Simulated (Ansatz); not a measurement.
We consider RuAl (model structure, within 0.1 Å of Pm-3m, No. 221, 4 atoms in the cell), described by PBEsol (Ansatz, an electronic-structure program, PAW).

Settings: plane-wave cutoff 520 eV, 14×20×12 k mesh (along the axes of the cell as run), Fermi–Dirac smearing 0.05 eV, no spin polarisation, scalar-relativistic PAW data made under PBE.

Cell (relaxed at this level):

```cif
data_AlRu
_chemical_formula_sum 'Ru1 Al1'
_space_group_name_H-M_alt 'Pm-3m'
_space_group_IT_number 221
_space_group_name_Hall '-P 4 2 3'
_cell_length_a 2.97617
_cell_length_b 2.97617
_cell_length_c 2.97617
_cell_angle_alpha 90.000
_cell_angle_beta 90.000
_cell_angle_gamma 90.000
loop_
_atom_site_label
_atom_site_type_symbol
_atom_site_symmetry_multiplicity
_atom_site_Wyckoff_symbol
_atom_site_fract_x
_atom_site_fract_y
_atom_site_fract_z
_atom_site_occupancy
Ru1 Ru 1 a 0.00000 0.00000 0.00000 1
Al1 Al 1 b 0.50000 0.50000 0.50000 1
```
(The calculation used a cell of 4 atoms; values per cell refer to that cell.)

**Question.** What does this level give for the bulk modulus B0?

**Answer.** 
bulk modulus B0: 220 GPa

Note: the run has no spin polarisation, so it can have missed a magnetic state; the bulk modulus is −V dP/dV from two relaxed cells at ±2 % in volume.

The result took very roughly 3 core-minutes.

A model structure was made by putting elements into a prototype or built by hand; here it ended with the formula and space group of a phase in our tables.
